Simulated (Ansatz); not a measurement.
Ansatz (a quantum-chemistry and plane-wave program) run on CuAu (P4/mmm, 2 atoms in the cell): self-consistent single point.

Method of the run: PBE, PAW files (plane waves; Ansatz).

```xyz
2
Lattice="2.8581 0.0000 0.0000 0.0000 2.8581 0.0000 0.0000 0.0000 3.5909" Properties=species:S:1:pos:R:3 pbc="T T T"
Cu     1.4291     1.4291     1.7955
Au     0.0000     0.0000     0.0000
```

Reference input (self-consistent single point, DFT, PBE, plane waves, PAW files): basis.ecutwfc = 420 eV; kpoints.mp_grid.grid = 8 8 6; hamiltonian.xc = pbe; hamiltonian.pseudopotentials = {kind: paw} (an earlier, softer set of the program's PAW files); scf.occupations.method = fermi_dirac; scf.occupations.width = 0.1 eV. This run's input differs from it in these lines:

Ansatz 0.2 input:
```diff
@@ -9,3 +9,3 @@
 basis:
-  ecutwfc: 420.0
+  ecutwfc: 380.0
 kpoints:
```

Output, abridged:

```
SCF iter   1: F=—  HF=-19779.437155 eV  |F-HF|=—  |Δ(HF+E_count)|=         —  Δρ=1.88e-1  dr2=1.45e1  ethr=3.10e-3  ⟨swp⟩=4.2  Hψ=4983  notcnv=0
all-band conjugate gradients solve this SCF's bands
preconditioner: auto → Kerker (q_TF=auto, 2.849 Å⁻¹)
SCF iter   2: F=—  HF=-19776.815028 eV  |F-HF|=—  |Δ(HF+E_count)|=    2.62e0  Δρ=9.44e-2  dr2=1.49e0  ethr=3.10e-3  ⟨swp⟩=3.0  Hψ=3345  notcnv=0  defer=3
   [... lines left out ...]
SCF iter   8: F=—  HF=-19776.494355 eV  |F-HF|=—  |Δ(HF+E_count)|=   1.84e-5  Δρ=1.26e-4  dr2=7.82e-6  ethr=2.68e-7  ⟨swp⟩=2.5  Hψ=1992  notcnv=0  defer=3
SCF iter   9: F=—  HF=-19776.494379 eV  |F-HF|=—  |Δ(HF+E_count)|=   2.39e-5  Δρ=3.67e-5  dr2=5.58e-7  ethr=2.06e-8  ⟨swp⟩=2.2  Hψ=1949  notcnv=0  defer=3
SCF iter  10: F=—  HF=-19776.494379 eV  |F-HF|=—  |Δ(HF+E_count)|=   1.05e-7  Δρ=9.71e-6  dr2=2.09e-8  ethr=2.63e-10  ⟨swp⟩=5.2  Hψ=5824  notcnv=0
SCF iter  11: F=-19776.494379 eV  HF=-19776.494379 eV  |F-HF|=7.28e-11  |Δ(HF+E_count)|=   3.33e-9  Δρ=2.73e-6  dr2=1.59e-9  ethr=5.51e-11  ⟨swp⟩=3.1  Hψ=3946  notcnv=0
SCF 1 converged in 11 iterations: F = -19776.494379 eV  dr2 = 1.59e-9
Free energy (F): -19776.494379 eV
Internal energy: -19776.473345 eV  (E = F + TS)
E sigma→0 (E₀):  -19776.483862 eV
Entropy (-TS):   -0.021034 eV (-10.517 meV/atom)
Fermi energy:    18.546288 eV
--- Forces (eV/Å), atoms counted from 1 ---
  atom   1  Cu     0.00000000     0.00000000     0.00000000
  atom   2  Au     0.00000000     0.00000000     0.00000000
--- Stress (GPa, compression-positive) ---
        4.041055       0.000000       0.000000
        0.000000       4.041055       0.000000
        0.000000       0.000000       3.059461
  P = ⅓ Tr σ = 3.7139 GPa (37.139 kbar)
  The stress holds the Pulay correction. Without it, at fixed plane waves, as pw.x and ABINIT print it: P = 3.6312 GPa
```

The run converged in 11 iterations. Against the reference run the free energy goes up by 1.1 meV/atom and the pressure hardly changes (3.69 to 3.71 GPa).

The starting cell comes from a database of computed structures (which also holds hypothetical and non-ambient phases and stackings), without a prior relaxation at this level. Its lattice was rescaled by a random factor within 2.5 % of one. Spin polarisation is off. Ansatz's pressure includes its estimate of the finite-basis (Pulay) stress. The cutoff lies below the one recommended for these files.
